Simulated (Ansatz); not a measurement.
Cubic perovskite RbCdF3 was calculated with LDA (PAW; Ansatz, a quantum-chemistry and plane-wave program).

From the output:

```
Crystal: 5 atoms, lattice volume = 85.931 Å³
Basis set: ecut = 520 eV, 2325 PW (Γ), exchange–correlation on 72×72×72 points (8 copies of the dense FFT grid, shifted against one another)
Bands: 30, of which v1, the nominal top of the filled ones, is band 25 counted from 1 (24 counted from 0)
Symmetry: 48 space group operations
Space group: Pm-3m (ITA 221), of the structure as read, at distance tolerance 4.4e-5 Å
k-points: 35 of 512
Functional: x = slater, c = lda
SCF iter   1: F=—  HF=-13673.754911 eV  |F-HF|=—  |Δ(HF+E_count)|=         —  Δρ=1.84e-2  dr2=2.17e-1
SCF iter   2: F=—  HF=-13673.695818 eV  |F-HF|=—  |Δ(HF+E_count)|=   5.91e-2  Δρ=5.58e-3  dr2=9.04e-3
  ...
SCF iter   8: F=—  HF=-13673.692635 eV  |F-HF|=—  |Δ(HF+E_count)|=  9.46e-11  Δρ=8.98e-7  dr2=1.16e-9
SCF iter   9: F=-13673.692635 eV  HF=-13673.692635 eV  |F-HF|=7.28e-12  |Δ(HF+E_count)|=  1.42e-10  Δρ=1.59e-7  dr2=2.21e-11
SCF 1 converged in 9 iterations: F = -13673.692635 eV  dr2 = 2.21e-11
SCF converged after 9 iterations
Free energy (F): -13673.692635 eV
Internal energy: -13673.692635 eV  (E = F + TS)
E sigma→0 (E₀):  -13673.692635 eV
Fermi energy:    5.536707 eV
--- Stress (GPa, compression-positive) ---
       -3.792046       0.000000       0.000000
        0.000000      -3.792046       0.000000
        0.000000       0.000000      -3.792046
  P = ⅓ Tr σ = -3.7920 GPa (-37.920 kbar)
```

Q: Write an input file that could have produced this run (the log leaves some choices open).

A: One answer among several that fit: 
Ansatz 0.2 input:
```yaml
crystal:
  lattice:
    - [4.4128229709, 0.0, 0.0]
    - [0.0, 4.4128229709, 0.0]
    - [0.0, 0.0, 4.4128229709]
  atoms:
    - { symbol: Rb, position: [0.0, 0.0, 0.0] }
    - { symbol: Cd, position: [0.5, 0.5, 0.5] }
    - { symbol: F, position: [0.5, 0.0, 0.5] }
    - { symbol: F, position: [0.0, 0.5, 0.5] }
    - { symbol: F, position: [0.5, 0.5, 0.0] }
basis:
  ecutwfc: 520
  ecutrho_ratio: 4
  xc_grid: 2
kpoints:
  mp_grid: { grid: [8, 8, 8] }
hamiltonian:
  xc: lda
  dispersion: none
  pseudopotentials: { kind: paw }
scf:
  occupations: { method: fermi_dirac, width: 0.01 }
  convergence: { dr2_threshold: 0.0000000005 }
output:
  forces: true
  stress: true
  eigenvalues: true
```

The cell is one volume of an energy–volume scan, off the minimum.

The PAW data were made under PBE.

Computing time: around 5 core-seconds (rough).
